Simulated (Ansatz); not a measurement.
## Bi2Se3 under a change: uniaxial strain ε_zz = −1.00 %

The reference is Bi₂Se₃ in the Bi2Te3 type structure (space group R-3m, No. 166; a = 4.144 Å, c = 28.448 Å (hexagonal axes)). Axes: x lies along a and z along c of the hexagonal cell.

Now apply this change: uniaxial strain ε_zz = −1.00 %, all other strain components held at zero, atoms relaxed at fixed cell.

All numbers come from Ansatz (an electronic-structure program) PBE-D3(BJ), no spin-orbit coupling. Settings: 9×9×9 k-points, 0.05 eV Fermi–Dirac smearing.

The volume per atom decreases by 0.28 Å³ to 27.93 Å³ and the space group is still R-3m (No. 166). The shortest interatomic distance falls by 0.002 Å (2.863 Å → 2.861 Å) and the energy grows by 0.4 meV/atom. The pressure (mean of the normal stresses, compression positive) goes from zero to 0.34 GPa and the band gap decreases by 0.045 eV (0.16 eV → 0.12 eV). The gap character is still direct at Γ and the electron mass changes from 0.095 mₑ (at Γ) to 0.066 mₑ along z, 0.094 mₑ across (at Γ). The hole mass goes from 0.094 mₑ along c, 0.13 mₑ across (at Γ) to 0.067 mₑ along z, 0.11 mₑ across (at Γ) and the valence-band top at Γ (three highest levels, from the VBM) goes from 0.00, -1.25, -1.25 eV to 0.00, -1.29, -1.29 eV. The stress (xx, yy, zz, yz, xz, xy; compression positive) amounts to (0.26, 0.26, 0.48, 0.00, 0.00, 0.00) GPa.

Final structure:

```yaml
crystal:
  lattice:
    - [2.07216, 1.19636, 9.38785]
    - [-2.07216, 1.19636, 9.38785]
    - [0.00000, -2.39272, 9.38785]
  atoms:
    - { symbol: Bi, position: [0.40126, 0.40126, 0.40126] }
    - { symbol: Bi, position: [0.59874, 0.59874, 0.59874] }
    - { symbol: Se, position: [0.00000, 0.00000, 0.00000] }
    - { symbol: Se, position: [0.20972, 0.20972, 0.20972] }
    - { symbol: Se, position: [0.79028, 0.79028, 0.79028] }
```

Cost of the whole job for the changed cell (relaxation, final SCF and bands): very roughly 2.1 core-minutes.

With Bi present, leaving out spin-orbit coupling can change the band edges. Masses are band curvatures over ±0.01 Å⁻¹ around the edge. Whether these cells are dynamically stable was not tested. A zero or small gap of Bi2Se3 can be the functional's error rather than a property of the material.
